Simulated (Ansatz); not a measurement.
The structure below was relaxed with PBEsol (Ansatz, an electronic-structure program, PAW, scalar-relativistic without spin-orbit coupling).

```
CELL_PARAMETERS angstrom
      6.38997     0.00000     0.00000
      0.00000     4.26184     0.00000
     -0.03620     0.00000     7.53001
ATOMIC_POSITIONS crystal
  La 0.77921 0.00000 0.29119
  La 0.74166 0.50000 0.86167
  La 0.25834 0.50000 0.13833
  La 0.22079 0.00000 0.70881
  O  0.00000 0.00000 0.00000
  S  0.00000 0.50000 0.50000
  S  0.34835 0.00000 0.34111
  O  0.34350 0.50000 0.84769
  O  0.65650 0.50000 0.15231
  S  0.65165 0.00000 0.65889
```

### Question
Find the space group and the Wyckoff positions.

### Answer
Space group P2/m (No. 10); a = 6.390 Å, b = 4.262 Å, c = 7.530 Å, α = γ = 90.00°, β = 90.28°

| atom | site | symmetry | x | y | z |
|---|---|---|---|---|---|
| La | 2m | m | 0.2208 | 0.0000 | 0.7088 |
| La | 2n | m | 0.2583 | 0.5000 | 0.1383 |
| O | 1a | 2/m | 0.0000 | 0.0000 | 0.0000 |
| S | 1f | 2/m | 0.0000 | 0.5000 | 0.5000 |
| S | 2m | m | 0.3483 | 0.0000 | 0.3411 |
| O | 2n | m | 0.6565 | 0.5000 | 0.1523 |

### Question
Describe the coordination.

### Answer
The crystal has 10 atoms in its conventional cell. Conventional cell: a = 6.390 Å, b = 4.262 Å, c = 7.530 Å, α = γ = 90.00°, β = 90.28°. La1 sees 3 O at 2.498–2.613 Å and 4 S at 2.781–2.997 Å and 1 S at 3.654 Å. La2 has 1 O at 2.258 Å and 1 O at 2.546 Å and 2 O at 2.887 Å and 2 S at 2.682 Å and 1 S at 3.191 Å. O1 sees 2 La at 2.613 Å and 4 La at 2.887 Å (octahedral). S1 has 4 La at 2.997 Å and 2 La at 3.191 Å (octahedral). S2 sees 4 La at 2.682–2.890 Å and 1 La at 3.654 Å. O2 is surrounded by 1 La at 2.258 Å and 3 La at 2.498–2.546 Å (tetrahedral). (Neighbours: up to the widest gap in distance over summed covalent radii, below 1.35, at either atom; cation-cation and far metal-metal contacts left out.)

These are small ordered cells, not random alloys; other orderings at the same x differ. No phonon test of stability was made. The cell was made from La2O3 by this change: x(S) = 0.5, 10 atoms, P2/m.
